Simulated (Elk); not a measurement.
Band structure of Pr3SnN (Pm-3m, 5 atoms in the cell).

```yaml
crystal:
  lattice:
    - [5.05046, 0.00000, 0.00000]
    - [0.00000, 5.05046, 0.00000]
    - [0.00000, 0.00000, 5.05046]
  atoms:
    - { symbol: Pr, position: [0.50000, 0.00000, 0.00000], spin: 2.0 }
    - { symbol: Pr, position: [0.00000, 0.50000, 0.00000], spin: 2.0 }
    - { symbol: Pr, position: [0.00000, 0.00000, 0.50000], spin: 2.0 }
    - { symbol: Sn, position: [0.50000, 0.50000, 0.50000] }
    - { symbol: N, position: [0.00000, 0.00000, 0.00000] }
```
(The spins are starting values, not results.)

Computed with Elk with PBEsol, all-electron FP-LAPW, Elk's shipped species files, LAPW+lo basis.

Settings: xctype = 22; spinpol = true; rgkmax = 7.5; stype = 3; swidth = 0.00367493 Ha; ngridk = 7 7 7; reducebf = 0.7; gmaxvr = 14 1/bohr; nxoapwlo = 1; rmtscf = 0.97; nempty = 8 per atom; bfcmt = [[0.0, 0.0, -1.0], [0.0, 0.0, -1.0], [0.0, 0.0, -1.0], [0.0, 0.0, 0.0], [0.0, 0.0, 0.0]].

The starting cell comes from a database of computed structures (which also holds hypothetical and non-ambient phases and stackings), without a prior relaxation at this level. Spin-orbit coupling is off. The magnetic order is the one reached from the typed start; others were not searched systematically. With U or open f shells several self-consistent states can exist. The f electrons are in the valence without U or exact exchange, which can misplace them near the Fermi level. Spin-orbit terms, which matter for f shells, are left out. Values depend on the basis (sphere radii, cutoffs, local orbitals), which need not be converged.

Levels in eV from the Fermi level, bands 25 to 32 of the first spin channel:
```
point     25     26     27     28     29     30     31     32
-----  -----  -----  -----  -----  -----  -----  -----  -----
Γ      -1.75  -0.68  -0.68  -0.35  -0.35  -0.35  -0.05  -0.05
X      -1.94  -1.93  -1.14  -1.14   0.00   0.69   0.98   1.20
M      -2.16  -1.86  -1.86  -1.72   1.01   1.02   1.05   1.18
R      -4.23  -0.66  -0.66  -0.65   0.93   0.93   0.94   1.12
```

Bands cross the Fermi level along this path, so the cell is metallic at this level.

The net moment of the cell came out as 7.44 μB.
